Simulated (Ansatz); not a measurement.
YN (Fm-3m), Ansatz (a quantum-chemistry and plane-wave program) with r2SCAN with spin-orbit coupling, rigid bands: N_v = 2.42e19 cm⁻³ at 300 K and a hole conductivity mass of 0.589 mₑ.

Q: For 1e17 holes per cm³ at 300 K, place the Fermi level, estimate the Seebeck coefficient of a parabolic band with constant τ, and give mobility and conductivity for τ = 50 fs.

A: The level lies k_BT ln(N_v/p) = 0.142 eV above the valence-band maximum. S ≈ +(k_B/e)[ln(N_v/p) + 5/2] = 688 μV/K, against 706 μV/K from the full bands (mean over directions). μ = eτ/m = 149 cm²/(V·s) and σ = peμ = 2.39 S/cm. τ is assumed, not computed.

Band transport and this doping are assumed; polarons and phonon drag are left out.
